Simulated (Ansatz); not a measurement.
Take CsPbBr3 in the cubic perovskite structure (space group Pm-3m, No. 221; a = 5.872 Å) as the base. Axes: x, y, z lie along the cube axes.

Calculations: DFT with PBEsol, PAW potentials and a 420 eV plane-wave cutoff in Ansatz (a quantum-chemistry and plane-wave program), no SOC.

Before the change:

| Item | Value |
|---|---|
| Hole mass | 0.13 mₑ (at R) |

The change: compressive biaxial strain of 2.29 % in the plane normal to [001], as in epitaxy on a mismatched substrate; the out-of-plane cell vector and the atoms relax.

Q: What does the calculation give for the hole mass after the change?

A: The hole mass changes from 0.13 mₑ (at R) to 0.13 mₑ out of plane, 0.11 mₑ in plane (at R).

Q: Estimate the effect on the electron mass.

A: The electron mass comes out as 0.073 mₑ out of plane, 0.67 mₑ in plane (at R).

Q: Estimate the effect on the out-of-plane strain.

A: The out-of-plane strain amounts to +0.59 %.

With Pb present, leaving out spin-orbit coupling can change the band edges. The levels and masses belong to the bands next to the band gap. Effective masses come from finite differences of ±0.01 Å⁻¹. Whether these cells are dynamically stable was not tested. Many cubic perovskites are stable only at high temperature; tilts and polar distortions were not tested. This is not the structure that CsPbBr3 has at room temperature and ambient pressure.
